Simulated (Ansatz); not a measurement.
**ZrB2 (model structure, P6₃/mmc, No. 194, 6 atoms in the cell): properties by level of theory**

```csv
level (code),equilibrium lattice constant a (Å),c axis length (Å)
PBEsol (Ansatz),3.053,8.493
r²SCAN (Ansatz),___,8.530
r²SCAN+rVV10 (Ansatz),___,8.524
```

### Question
Some entries are withheld; supply them.

### Answer

- r²SCAN (Ansatz, an electronic-structure program), equilibrium lattice constant a (Å): 3.084
- r²SCAN+rVV10 (Ansatz), equilibrium lattice constant a (Å): 3.077

Ansatz's density-functional and Hartree–Fock values are scalar-relativistic unless marked +SOC, with PAW data made under PBE.

Static lattice: no zero-point or thermal effects.

A model structure was made by putting elements into a prototype or built by hand; it is no filed structure, need not be a known phase, and can be a saddle point held by its symmetry.
